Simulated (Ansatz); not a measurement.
The reference is KTaO3 in the cubic perovskite structure (space group Pm-3m, No. 221).

```
KTaO3
1.0
    3.95200     0.00000     0.00000
    0.00000     3.95200     0.00000
    0.00000     0.00000     3.95200
K Ta O
1 1 3
Direct
  0.00000   0.00000   0.00000
  0.50000   0.50000   0.50000
  0.50000   0.00000   0.50000
  0.00000   0.50000   0.50000
  0.50000   0.50000   0.00000
```

Cartesian axes are those of the cell as printed.

Method: Ansatz (a program for electronic structure), LDA, PAW, cutoff 420 eV, without spin-orbit coupling.

Base values:

* **Band gap**: 2.13 eV
* **Smallest direct gap**: 2.73 eV

It is then changed as follows: tensor shear ε_xy = +0.67 % (engineering shear γ = 0.0134), atoms relaxed at fixed cell.

Task: Predict the new band gap.

Result: The band gap falls by 0.03 eV, from 2.13 eV to 2.10 eV.

Task: What happens to the smallest direct gap?

Result: The smallest direct gap shrinks by 0.05 eV (2.73 eV → 2.68 eV).

With Ta present, leaving out spin-orbit coupling can change the band edges. The cells carry an imposed strain or load. Whether these cells are dynamically stable was not tested.
